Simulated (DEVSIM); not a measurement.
Device: abrupt Si n-p junction, at 300 K.

| layer (left to right) | material | thickness (μm) | Nd (cm⁻³) | Na (cm⁻³) | τn (s) | τp (s) |
|---|---|---|---|---|---|---|
| 1 | Si | 0.170 | 3.3e18 | - | 8.1e-7 | 8.1e-7 |
| 2 | Si | 0.450 | - | 4.2e14 | 8.1e-7 | 8.1e-7 |

Left contact: ohmic. Right contact: ohmic. Voltage is applied to the left contact. Recombination: SRH at mid-gap. Mobility is constant in doping.

Constants are typed, rounded textbook-type inputs, not results; the design itself was drawn at random and stands for no fabricated device. Values at 300 K.

```tsv
parameter	Si
gap (eV)	1.124
affinity (eV)	4.05
permittivity	11.7
Nc (cm⁻³)	2.86e19
Nv (cm⁻³)	3.1e19
μn (cm²/Vs)	1417
μp (cm²/Vs)	470
```

DEVSIM, 1D drift-diffusion, Boltzmann statistics, complete ionisation; no tunnelling, impact ionisation, image-force lowering or self-heating.

Question: Tabulate band edges, carrier densities and field at zero bias.

Answer: Energies count from the Fermi level of the right contact; mesh points crowd at the junctions.

```tsv
x (μm)	Ec (eV)	Ev (eV)	n (cm⁻³)	p (cm⁻³)	field (V/cm)
0.000	0.056	-1.068	3.3e18	< 1e2	≈ 0
0.01013	0.056	-1.068	3.3e18	< 1e2	≈ 0
0.02329	0.056	-1.068	3.3e18	< 1e2	≈ 0
0.04256	0.056	-1.068	3.3e18	< 1e2	≈ 0
0.07440	0.056	-1.068	3.3e18	< 1e2	≈ 0
0.1011	0.056	-1.068	3.3e18	< 1e2	≈ 0
0.1247	0.056	-1.068	3.3e18	< 1e2	≈ 0
0.1496	0.056	-1.068	3.3e18	< 1e2	19
0.1621	0.057	-1.067	3.2e18	< 1e2	4500
0.1710	0.092	-1.032	8.2e17	140	83000
0.1818	0.146	-0.978	1.0e17	1100	33000
0.2053	0.202	-0.922	1.2e16	9900	19000
0.2294	0.244	-0.880	2.2e15	52000	17000
0.2629	0.299	-0.825	2.7e14	440000	16000
0.3286	0.404	-0.720	4.7e12	2.5e7	16000
0.4040	0.521	-0.603	5.1e10	2.3e9	15000
0.4718	0.622	-0.502	1.0e9	1.2e11	15000
0.5207	0.694	-0.430	6.3e7	1.8e12	14000
0.5654	0.758	-0.366	5400000	2.2e13	14000
0.5882	0.790	-0.334	1500000	7.5e13	14000
0.6061	0.815	-0.309	590000	2.0e14	14000
0.6200	0.834	-0.290	280000	4.2e14	14000
```
